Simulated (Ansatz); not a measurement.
The reference is ZnCu2SnS4 (space group I-4, No. 82).

Space group I-4 (No. 82); a = 5.374 Å, b = 5.374 Å, c = 10.754 Å, α = 90.00°, β = 90.00°, γ = 90.00°

| atom | site | symmetry | x | y | z |
|---|---|---|---|---|---|
| Cu | 2a | -4.. | 0.0000 | 0.0000 | 0.0000 |
| Cu | 2c | -4.. | 0.0000 | 0.5000 | 0.2500 |
| Zn | 2d | -4.. | 0.5000 | 0.0000 | 0.2500 |
| Sn | 2b | -4.. | 0.0000 | 0.0000 | 0.5000 |
| S | 8g | 1 | 0.2596 | 0.2686 | 0.3701 |
(The calculation used a cell of 8 atoms; values per cell refer to that cell.)

Method: PBEsol (Ansatz, a quantum-chemistry and plane-wave program), without spin-orbit coupling.

Before the change:

* **Lattice parameter a**: 537.4 pm

Modification: a hydrostatic pressure of 2.1 GPa.

**Question.** What happens to the lattice parameter a?

**Answer.** The lattice parameter a drops by 4.44 pm to 532.9 pm.

Load acts through the strain it causes; cell and atoms are relaxed under it. No phonon test of stability was made. All final runs are without spin polarisation.
